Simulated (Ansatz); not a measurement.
# Sr: pressure −2 GPa

Start from Sr in the fcc (Cu type) structure (space group Fm-3m, No. 225; a = 6.0289 Å).

Modification: hydrostatic tension (pressure −2 GPa).

Level of theory: PBE/PAW in Ansatz (an electronic-structure program), no SOC, earlier PAW set. Γ-centred 13×13×13 mesh, Fermi–Dirac width 0.05 eV.

```json
[
 {"quantity": "volume per atom", "base": "54.78 Å³", "changed": "71.66 Å³", "shift": "+16.88 Å³"},
 {"quantity": "density", "base": "2.66 g/cm³", "changed": "2.03 g/cm³", "shift": "-0.63 g/cm³"},
 {"quantity": "lattice parameter a", "base": "6.029 Å", "changed": "6.594 Å", "shift": "+0.565 Å"},
 {"quantity": "enthalpy H = E + PV relative to the base's energy", "base": "–", "changed": "-0.77 eV/atom", "shift": "–"},
 {"quantity": "band gap", "base": "zero", "changed": "zero", "shift": "–"}
]
```

Cost of the whole job for the changed cell (relaxation, final SCF and bands): very roughly 20 core-seconds.

Load acts through the strain it causes; cell and atoms are relaxed under it. No phonon test of stability was made.
